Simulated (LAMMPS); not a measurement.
Atomistic model of a slab of Mo (bcc) cut on the (001) plane, one half shifted rigidly along [100] and [010] of the cubic cell, atoms relaxed along the normal alone.

Level of theory: machine-learned potential (static), pair style snap, file Mo_Zuo_JPCA2020.snap (LAMMPS).

Question: Give γ (mJ/m²) against shift along [100], in periods of 3.169 Å as the simulation yields it.

Answer: 
| shift along [100], in periods of 3.169 Å | γ (mJ/m²) |
|---|---|
| 0.000 | 0.000 |
| 0.08333 | 198 |
| 0.1667 | 698 |
| 0.2500 | 1370 |
| 0.3333 | 2060 |
| 0.4167 | 2550 |
| 0.5000 | 2720 |
| 0.5833 | 2550 |
| 0.6667 | 2060 |
| 0.7500 | 1370 |
| 0.8333 | 698 |
| 0.9167 | 198 |
| 1.000 | 0.000 |
